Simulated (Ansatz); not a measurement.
The reference is CaF$_{2}$ in the fluorite structure (space group Fm-3m, No. 225).

```
CaF2
1.0
    0.00000     2.71026     2.71026
    2.71026     0.00000     2.71026
    2.71026     2.71026     0.00000
Ca F
1 2
Direct
  0.00000   0.00000   0.00000
  0.25000   0.25000   0.25000
  0.75000   0.75000   0.75000
```

Cartesian axes are those of the cell as printed.

All numbers come from Kohn–Sham DFT with the PBEsol functional, run in Ansatz (a program for electronic structure) with PAW and 420 eV plane waves, scalar-relativistic without spin-orbit coupling.

Base values:

The pressure is 0.00 GPa.

One thing is altered: strain tensor (xx, yy, zz, yz, xz, xy) = (−0.72, −1.12, +0.56, +0.21, +0.55, +0.66) %, atoms relaxed at fixed cell.

Question: Estimate the effect on the energy relative to the base and pressure.

Answer: The energy increases by 1.8 meV/atom; the pressure (mean of the normal stresses, compression positive) goes from zero to 1.17 GPa.

Whether these cells are dynamically stable was not tested.
